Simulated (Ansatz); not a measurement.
Density of states of MoS₂ (P6_3/mmc) below the valence band maximum, r2SCAN+D4 with spin-orbit coupling, rigid bands run with Ansatz (an electronic-structure program); cell volume 108.9 Å³.

```
energy from edge (eV)  10⁻³ states/eV/cell
---------------------  -------------------
0.006                                 40.6
0.031                                 88.2
0.056                                  119
0.081                                  144
0.106                                  167
0.131                                  187
0.156                                  207
0.181                                  225
0.206                                  242
0.231                                  261
0.256                                  276
0.281                                  296
0.319                                  320
0.344                                  338
0.369                                  353
0.394                                  370
0.419                                  386
0.444                                  405
0.469                                  423
0.494                                  440
0.519                                  458
0.544                                  478
0.569                                  498
0.594                                  518
```

Question: What effective density of states at 300 K does this give (∫ g(E) exp(−E/k_BT) dE, both spins, divided by the cell's size)?

Answer: 1.7e19 cm⁻³, a density-of-states mass of 0.79 mₑ, valleys and band degeneracy included.

Geometry: cell and atoms relaxed with r2SCAN+D4.
